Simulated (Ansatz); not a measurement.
GaAs under load (space group Imm2), r2SCAN with spin-orbit coupling, rigid bands run with Ansatz (an electronic-structure program). Condition of this run: uniaxial stress along [110] of -1 GPa (compression positive) (the target of the relaxation). Band gap 0.80 eV, N_c = 3.08e17 cm⁻³ and N_v = 6.15e18 cm⁻³ at 300 K, conductivity masses along z (a = (0.01, 2.84, 2.82) Å; b = (2.84, 0.01, 2.82) Å; c = (2.86, 2.86, 0.00) Å) of 0.0549 mₑ (electrons) and 0.374 mₑ (holes). Take k_BT = 0.02585 eV.

Problem. Find the intrinsic carrier density and the intrinsic Fermi level.

Solution. n_i = √(N_c N_v) exp(−E_g/2k_BT) = 1.38e18 × exp(−15.47) = 2.6e11 cm⁻³. The level lies (k_BT/2) ln(N_v/N_c) = 39 meV from mid-gap (positive towards the conduction band). Each 0.1 eV added to the gap lowers n_i by a factor of 6.9.

Problem. What thermal injection velocity √(2k_BT/πm) limits a ballistic channel along the direction named?

Solution. 2.30e7 cm/s for electrons and 8.80e6 cm/s for holes, a ratio of √(m_h/m_e) = 2.61, for dilute carriers.

Rigid bands with the computed gap; masses take one relaxation time for all states.
